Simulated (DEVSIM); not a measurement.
# abrupt GaAs p-n junction

System: abrupt GaAs p-n junction, at 300 K.

| layer (left to right) | material | thickness (μm) | Nd (cm⁻³) | Na (cm⁻³) | τn (s) | τp (s) |
|---|---|---|---|---|---|---|
| 1 | GaAs | 27.0 | - | 1.8e17 | 4e-8 | 4e-8 |
| 2 | GaAs | 100 | 4.1e15 | - | 4e-8 | 4e-8 |

Left contact: ohmic. Right contact: ohmic. Voltage is applied to the left contact. Recombination: SRH at mid-gap, radiative. Mobility is μmin + (μ − μmin)/(1 + (N/Nref)^α).

Constants are typed, rounded textbook-type inputs, not results; the design itself was drawn at random and stands for no fabricated device. Values at 300 K.

```csv
parameter,GaAs
gap (eV),1.424
affinity (eV),4.07
permittivity,12.9
Nc (cm⁻³),4.7e17
Nv (cm⁻³),9e18
μn (cm²/Vs),8500
μp (cm²/Vs),400
"μn,min",500
"μp,min",20
"Nref,n",6e16
"Nref,p",1.5e17
αn,0.39
αp,0.38
B (cm³/s),2e-10
```

Simulated with DEVSIM: 1D drift-diffusion, Boltzmann statistics, complete ionisation; no tunnelling, impact ionisation, image-force lowering or self-heating.

```json
{
  "potential_step_across_the_device_at_zero_bias": "1.200 V",
  "largest_field_in_the_device_at_zero_bias": "38000 V/cm",
  "Dark forward voltage at 1 A/cm²": "1.045 V",
  "Dark forward voltage at 100 A/cm²": "1.421 V"
}
```

Dark forward current:

(V (V), J (A/cm²)): (0.05, 2.8e-11); (0.10, 9.8e-11); (0.20, 7.8e-10); (0.25, 2.1e-9); (0.30, 5.8e-9); (0.40, 4.4e-8); (0.45, 1.2e-7); (0.55, 9.1e-7); (0.60, 2.6e-6); (0.65, 7.3e-6); (0.75, 7.0e-5); (0.80, 0.00026); (0.85, 0.0011); (0.95, 0.034); (1.00, 0.21); (1.10, 4.7); (1.15, 12); (1.20, 23); (1.30, 54); (1.35, 72); (1.40, 92); (1.50, 130); (1.55, 160); (1.65, 200); (1.70, 230); (1.75, 250); (1.85, 310); (1.90, 330)

Small-signal capacitance in reverse bias (quasi-static):

```
V (V)  C (nF/cm²)
-----  ----------
-0.04        17.6
-0.1         17.2
-0.2         16.5
-0.3         15.9
-0.4         15.4
-0.6         14.5
-0.8         13.7
-1           13.1
-1.3         12.2
-1.6         11.6
-2           10.8
```
